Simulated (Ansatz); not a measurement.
An Ansatz (a program for electronic structure) run: Ru with a change (biaxial strain +1.24 %, plane normal [001], relaxed out of plane); Ansatz PBE, scalar-relativistic without spin-orbit coupling, earlier PAW set.

Input:

Ansatz 0.2 input:
```yaml
crystal:
  lattice:
    - [2.7555342898, 0, 0]
    - [1.3777671449, 2.386362696, 0]
    - [0, 0, 4.2672532563]
  atoms:
    - { symbol: Ru, position: [0.3333333333, 0.3333333333, 0.75] }
    - { symbol: Ru, position: [0.6666666667, 0.6666666667, 0.25] }
basis: { ecutwfc: 420, ecutrho_ratio: 4, xc_grid: 2, fft_grid_basis: typed }
kpoints: { mp_grid: { grid: [24, 24, 14] } }
hamiltonian:
  xc: pbe
  dispersion: none
  pseudopotentials: { azcp: { folder: ./paw }, kind: paw }
scf: { occupations: { method: fermi_dirac, width: 0.1 } }
relax: { f_tol: 0.005, max_steps: 50, cell: { stress_tol: 0.01, fix: [a, b, gamma] } }
output: { forces: true, stress: true }
checkpoint: { write: state.ck, write_every: 1000 }
```

Output (explanatory and most iteration lines left out):

```
Relaxation: its limit of steps is 50 (relax.max_steps)
Pseudopotential: Ru, paw, valence charge 16
Crystal: 2 atoms, lattice volume = 28.060 Å³
Basis set: ecut = 420 eV, 561 PW (Γ), exchange–correlation on 40×40×60 points (8 copies of the dense FFT grid, shifted against one another)
Bands: 20, of which v1, the nominal top of the filled ones, is band 16 counted from 1 (15 counted from 0)
Symmetry: 24 space group operations
Space group: P63/mmc (ITA 194), of the structure as read, at distance tolerance 3.0e-5 Å
k-points: 488 of 8064
Functional: x = pbe(κ = 0.804, μ = 0.2195149727645171), c = pbe(β = 0.06672455060314922)
SCF iter   1: F=—  HF=-11758.757563 eV  |F-HF|=—  |Δ(HF+E_count)|=         —  Δρ=1.21e-1  dr2=4.05e0  ethr=3.10e-3  ⟨swp⟩=5.0  Hψ=86988  notcnv=0  defer=55
SCF iter   2: F=—  HF=-11757.889359 eV  |F-HF|=—  |Δ(HF+E_count)|=   8.68e-1  Δρ=7.02e-2  dr2=1.36e0  ethr=3.10e-3  ⟨swp⟩=2.9  Hψ=23386  notcnv=0  defer=475
SCF 1 converged in 6 iterations: F = -11757.477831 eV  dr2 = 8.80e-8
relax step   1: F+E_penalty+E_count = -11757.47783139 eV  Δ(F+E_penalty+E_count) = +0.000e0 eV  max|allowed force component| = 5.320e-17 eV/Å  Δτ_max = 0.0000 Å  P = -5.133 GPa  Ω = 28.060 Å³  fix = [a, b, gamma]  reactions: a -7.565, b -7.565 GPa  (6 SCF iters, dr2 threshold 1.00e-7 eV, accepted)
[... steps on the carried basis left out ...]
relax step   3: F+E_penalty+E_count = -11757.47785768 eV  Δ(F+E_penalty+E_count) = +6.402e-6 eV  max|allowed force component| = 1.619e-17 eV/Å  Δτ_max = 0.0000 Å  P = -4.997 GPa  Ω = 28.048 Å³  energy of the carried Pulay correction = +1.614e-5 eV  fix = [a, b, gamma]  reactions: a -7.495, b -7.495 GPa  (6 SCF iters, dr2 threshold 1.28e-7 eV, accepted)
Crystal: 2 atoms, lattice volume = 28.048 Å³
SCF iter   1: F=—  HF=-11757.477860 eV  |F-HF|=—  |Δ(HF+E_count)|=         —  Δρ=1.15e-6  dr2=7.25e-11  ethr=4.86e-9  ⟨swp⟩=3.8  Hψ=84113  notcnv=0
SCF iter   2: F=—  HF=-11757.477841 eV  |F-HF|=—  |Δ(HF+E_count)|=   1.87e-5  Δρ=7.02e-7  dr2=1.73e-11  ethr=2.27e-13 (applied; sched 1.00e-12)  ⟨swp⟩=3.2  Hψ=27008  notcnv=0
SCF 4 converged in 8 iterations: F = -11757.477841 eV  dr2 = 1.52e-18
SCF converged after 8 iterations
Free energy (F): -11757.477841 eV
Internal energy: -11757.420012 eV  (E = F + TS)
E sigma→0 (E₀):  -11757.448927 eV
Entropy (-TS):   -0.057829 eV (-28.915 meV/atom)
Fermi energy:    22.424161 eV
--- Forces (eV/Å), atoms counted from 1 ---
  atom   1  Ru     0.00000000    -0.00000000     0.00000000
  atom   2  Ru    -0.00000000     0.00000000     0.00000000
--- Stress (GPa, compression-positive) ---
       -7.495155      -0.000000       0.000000
        0.000000      -7.495155       0.000000
        0.000000       0.000000      -0.000905
  P = ⅓ Tr σ = -4.9971 GPa (-49.971 kbar)
--- Relaxed structure (3 steps of the walk, 3 accepted, 1 SCFs on fresh bases) ---
  cell:  # Å, volume = 28.0481 Å³
    - [2.755534289819681, -1.9431068077827464e-100, 0.0]
    - [1.3777671449098405, 2.386362695982956, 0.0]
    - [0.0, 0.0, 4.265407639112769]
  atoms:
    - { symbol: Ru, position: [0.33333333333333337, 0.3333333333333333, 0.75] }
    - { symbol: Ru, position: [0.6666666666666667, 0.6666666666666666, 0.25] }
```

Whether these cells are dynamically stable was not tested. The final runs are not spin-polarised. The cell was made from Ru in the hcp (Mg type) structure (space group P6_3/mmc, No. 194) by this change: biaxial strain +1.24 %, plane normal [001], relaxed out of plane.
